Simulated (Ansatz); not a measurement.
The starting structures come from a database of crystals and need not be the phases stable at ambient conditions.

By PBEsol, the system below comes out a metal.

Without scattering a metal conducts by its projected Fermi surface.

Consider the following.

```
CELL_PARAMETERS angstrom
      4.31178     0.00000     0.00000
     -2.15589     3.73411     0.00000
      2.15589    -1.24470     3.52055
ATOMIC_POSITIONS crystal
  Be 0.62475 0.37525 0.12575
  Be 0.62475 0.87425 0.62475
  Be 0.12575 0.37525 0.62475
  Be 0.62475 0.37525 0.62475
  Be 0.25000 0.75000 0.25000
  Au 0.00000 0.00000 0.00000
```

Space group of this cell: F-43m. The cell is taken as given; by PBEsol its mean pressure is -1.8 GPa.

The current flows along the normal of the first two printed cell vectors, the (111) plane of the conventional cell. No spin-orbit coupling; the value is a mean over 0.1 eV about the Fermi level.

**Question.** Compute, with Ansatz (an electronic-structure program) with PBEsol, the ballistic conductance per area.

**Answer.** 0.56 × 10¹⁵ S/m² for both spins.
